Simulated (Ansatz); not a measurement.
Defect migration in hcp Ru: Au-vacancy pair (Au on one host Ru site, one Ru site vacant), neutral cell. Method: PBE, PAW (plane waves to 420 eV; Ansatz, a program for electronic structure).

Cell of 36 host sites held at the relaxed PBE lattice; a 2×2×2 k-point mesh shifted by half a step along c; Fermi-Dirac width 0.10 eV, spin-restricted; finite-size errors left in. Energies are static. Spin-orbit coupling is left out. Forms of the defect that were not tried may lie lower.

Barriers: single points on a 4×4×4 k-point mesh shifted by half a step along c at the bands' geometries.

The step: direct exchange of Au with the vacancy (Au-vacancy distance between ideal sites 2.66 Å throughout); the atom moves 2.45 Å along (-0.62, -0.31, 0.46) of the unit cell; the moving atom starts with neighbours 2 Ru at 2.68, 2 Ru at 2.72, Ru at 2.73, 2 Ru at 2.76, 2 Ru at 2.79, 2 Ru at 2.81 Å and ends with 2 Ru at 2.68, 2 Ru at 2.72, Ru at 2.73, 2 Ru at 2.76, 2 Ru at 2.79, 2 Ru at 2.81 Å.

Problem. Estimate the migration barrier of this step that PBE, PAW returns for this input.

Solution. 1.55 eV, the same both ways. At the saddle the moving atom has neighbours 4 Ru at 2.54, 4 Ru at 3.03, 2 Ru at 3.29 Å. The saddle point's order was not checked, and it lies on a symmetry element of the cell, where a band can be held.
